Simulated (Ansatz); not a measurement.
**CdS: energy against strain**

CdS (wurtzite, P6_3mc, 24.705 Å³/atom at rest, c along z) under a strain ε along c (axis z), the other axes held. PBEsol in Ansatz, a plane-wave DFT program (PAW, default set), 420 eV, 9×9×5 Γ-centred mesh, Fermi-Dirac smearing 0.05 eV; ions are relaxed within the symmetry of each cell.

Here s stands for strain and y for E less E0.

```csv
strain (%),E less E0 (meV/atom)
-3.00,?
-1.20,1.08
-0.60,0.28
0.00,0.00
0.60,0.25
1.20,1.02
```

Fit y of the 5 rows that show it with a parabola. Least squares gives y = 0.002 - 0.0250·s + 0.7282·s². Residuals (row less fit): -0.001, 0.001, -0.002, 0.001, -0.001; standard error 0.002 (degrees of freedom: 2). Twice the quadratic coefficient over the volume, 2 × 0.7282 meV × 10⁴ × 0.1602 / 24.705 Å³, is the elastic constant C33 = 94 ± 0.3 GPa.

Question: What does the fit predict for y at s = -3.00, and how far is the calculated value from it?

Answer: y = 0.002 - 0.0250 × (-3.0) + 0.7282 × (-3.0)² = 6.631 meV/atom. The calculation gives 6.67 meV/atom, 0.039 meV/atom above the prediction (0.6 % of the range of y in the table). The row lies outside the fitted rows, so this is an extrapolation. The fitted rows scatter only by rounding.

One order more, fitted to all 11 runs of the series, follows each within 0.01, so the miss is the next term of a smooth law. Rows are the converged runs of the series near zero and its far end; series whose fitted rows scatter by over a few per cent of the range, as at a crossing or softening among them, aren't shown in this form. Most that stay on the fit to the last digits aren't either.
